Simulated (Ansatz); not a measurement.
Consider the following.

End structure of a constructed model of the (110) surface of bcc Nb, a pseudomorphic layer of Rh in the host's stacking (bottom of the slab: a bare face, its two planes held):

```
CELL_PARAMETERS angstrom
      2.86732     0.00000     0.00000
     -0.95577     2.70334     0.00000
      0.00000     0.00000    30.50000
ATOMIC_POSITIONS crystal
  Nb 0.50000 0.50000 0.26359
  Nb 0.00000 0.00000 0.34035
  Nb 0.50000 0.50000 0.41714
  Nb 0.00000 0.00000 0.49407
  Nb 0.50000 0.50000 0.57059
  Nb 0.00000 0.00000 0.64788
  Rh 0.50000 0.50000 0.71268
```

Set-up: 7 atoms, 14.4 Å thick at the start; mesh 14x14x1; 0.1 eV smearing; dipole correction on; 2 atoms held, the rest relaxed; symmetry of the start imposed; no spin, no spin-orbit, no U. It is one candidate, not shown to be the stable structure of the face.

Give the work function of the top face at the level PBE (Ansatz, a program for electronic structure).

4.48 eV
